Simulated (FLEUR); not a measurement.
Band structure of Hf (Fm-3m, 1 atom in the cell).

```yaml
crystal:
  lattice:
    - [0.00000, 2.22000, 2.22000]
    - [2.22000, 0.00000, 2.22000]
    - [2.22000, 2.22000, 0.00000]
  atoms:
    - { symbol: Hf, position: [0.00000, 0.00000, 0.00000] }
```

Method of the run: FLEUR with LDA (Perdew-Zunger), all-electron FLAPW (FLEUR), scalar-relativistic valence.

Settings: Kmax = 4.5 1/bohr; GmaxXC = 22.5 1/bohr; xcFunctional = pz; jspins = 1; l_soc = F; mode = hist; fermiSmearingEnergy = 0.00183747 Htr; mesh (inpgen div1-3) = 13 13 13; inpgen gamma flag = false; Gmax = 22.5 1/bohr; numbands = 0; maxIterBroyd = 15; imix = Anderson; alpha = 0.05.

The starting cell comes from a database of published, mostly measured structures (it also holds non-ambient and calculated ones), without a prior relaxation at this level. Spin-orbit coupling is off. Values depend on the basis (sphere radii, cutoffs, local orbitals), which need not be converged.

Levels in eV from the Fermi level, bands 10 to 17:
```
point      10      11     12     13     14    15    16    17
-----  ------  ------  -----  -----  -----  ----  ----  ----
Γ      -11.59  -11.59  -7.25   1.33   1.33  1.33  4.16  4.16
X      -11.63  -11.61  -3.36  -2.24   2.75  6.35  7.02  7.02
W      -11.64  -11.61  -1.84  -0.39  -0.39  2.48  7.03  9.16
K      -11.62  -11.61  -2.31  -1.46   0.92  3.99  5.99  6.76
L      -11.62  -11.59  -3.71   0.78   1.10  1.10  6.36  6.36
U      -11.62  -11.61  -2.31  -1.46   0.92  3.99  5.99  6.76
```
